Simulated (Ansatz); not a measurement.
Consider CdGeAs$_{2}$ in the chalcopyrite structure (space group I-42d, No. 122; a = 5.874 Å, c = 11.226 Å). Axes: x, y, z lie along a, b, c of the conventional cell.

Method: LDA (Ansatz, a program for electronic structure), without spin-orbit coupling.

Base values:

| Property | Value |
|---|---|
| Pressure | 0.00 GPa |
| Shortest interatomic distance | 2.426 Å |

The change: uniaxial strain ε_zz = −2.25 %, all other strain components held at zero; the atoms relax in the strained cell.

### Question
What happens to the pressure?

### Answer
The pressure (mean of the normal stresses, compression positive) goes from zero to 1.53 GPa.

### Question
Estimate the effect on the energy relative to the base.

### Answer
The energy grows by 3.4 meV/atom.

### Question
Predict the new shortest interatomic distance.

### Answer
The shortest interatomic distance falls by 0.019 Å (2.426 Å → 2.407 Å).

No phonon test of stability was made.
